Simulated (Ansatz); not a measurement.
The parent structure is PbSe in the rock salt structure (space group Fm-3m, No. 225; a = 6.178 Å).

Method: r2SCAN (Ansatz, an electronic-structure program, PAW, no spin-orbit coupling), earlier PAW set.

Base values:

```
Property   Result
--------  -------
Band gap  0.67 eV
```

Modification: an isotropic linear strain of −4.54 %, atoms relaxed at fixed cell.

**Question.** What happens to the band gap?

**Answer.** The band gap drops by 0.55 eV to 0.12 eV.

**Question.** What happens to the energy relative to the base?

**Answer.** The energy increases by 102 meV/atom.

Spin-orbit coupling, missing from the scalar runs, can matter with Pb. Stability against distortions was not tested. A zero or small gap of PbSe under isotropic strain −4.54 % can be the functional's error rather than a property of the material.
